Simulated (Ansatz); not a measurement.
Base system: PtS in the NiAs type structure (space group P6_3/mmc, No. 194; a hypothetical phase, not in the database extracts checked; relaxed with 0.1 eV smearing).

```xyz
4
Lattice="3.7043 0.0000 0.0000 -1.8522 3.2080 0.0000 0.0000 0.0000 5.5800" Properties=species:S:1:pos:R:3 pbc="T T T"
Pt     0.0000     0.0000     0.0000
Pt     0.0000     0.0000     2.7900
S      0.0000     2.1387     1.3950
S      1.8522     1.0693     4.1850
```

Cartesian axes are those of the cell as printed.

The values are results of r2SCAN in Ansatz (plane waves to 500 eV, PAW, scalar-relativistic without spin-orbit coupling), not measurements.

Modification: biaxial strain −4.36 %, plane normal [001], relaxed out of plane (Cartesian); in-plane vectors clamped, the third vector and the atoms free.

### Question
Predict the new in-plane stress and out-of-plane strain.

### Answer
The mean in-plane stress (compression positive) is +6.3 GPa; the out-of-plane strain is +5.80 %.

No phonon test of stability was made. All final runs are without spin polarisation.

Ansatz is a quantum-chemistry and plane-wave program.
